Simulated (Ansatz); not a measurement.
Base system: TiAl (space group P4/mmm, No. 123; a = 2.797 Å, c = 4.032 Å).

Modification: every Al is replaced by B, then cell and atoms are relaxed.

Levels (all Ansatz, a quantum-chemistry and plane-wave program, PAW, earlier PAW set): PBEsol (420 eV, scalar-relativistic without spin-orbit coupling); r2SCAN (500 eV, without spin-orbit coupling).

The geometry is relaxed with PBEsol.

```
Quantity          Result
---------------  -------
PBEsol pressure  0.0 GPa
```

**Question.** What does r2SCAN give at this geometry for the pressure?

**Answer.** The pressure goes from zero to 5.0 GPa.

Single points use the geometry relaxed with PBEsol. Their cutoffs differ, which shifts pressures a little. Stability against distortions was not tested. As relaxed here, TiB is a hypothetical phase, not in the database extracts checked. The final runs are not spin-polarised. An odd electron count without spin: TiB and TiAl.
